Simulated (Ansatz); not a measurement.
Start from GaP in the zinc blende structure (space group F-43m, No. 216; a = 5.4390 Å).

Method: plane-wave PAW DFT at the PBEsol level (Ansatz, a program for electronic structure, 420 eV), no spin-orbit coupling, earlier PAW set.

Carriers are added at fixed cell with a uniform background; the Fermi–Dirac width is that of 300 K.

One change was made to it. Results:

The Fermi level relative to the doped band's edge (positive inside the band; to 0.05 eV) comes out as +0.50 eV; the gap between the host's bands goes up by 0.092 eV to 1.55 eV.

Problem. What was done to the base?
A) holes 3.0×10^21 cm⁻³
B) electrons 3.0×10^21 cm⁻³
C) electrons 5.0×10^20 cm⁻³
D) holes 1.0×10^22 cm⁻³

Solution. A, holes 3.0×10^21 cm⁻³. For comparison, the gap between the host's bands in the other runs: holes 1.0×10^22 cm⁻³ gives 1.75 eV; electrons 3.0×10^21 cm⁻³ gives 1.41 eV; electrons 5.0×10^20 cm⁻³ gives 1.45 eV.

Carriers are added with a uniform compensating background; total energy and stress of such cells depend on the potential's zero and are not compared; many-body gap narrowing is missing at this level. Stability against distortions was not tested.
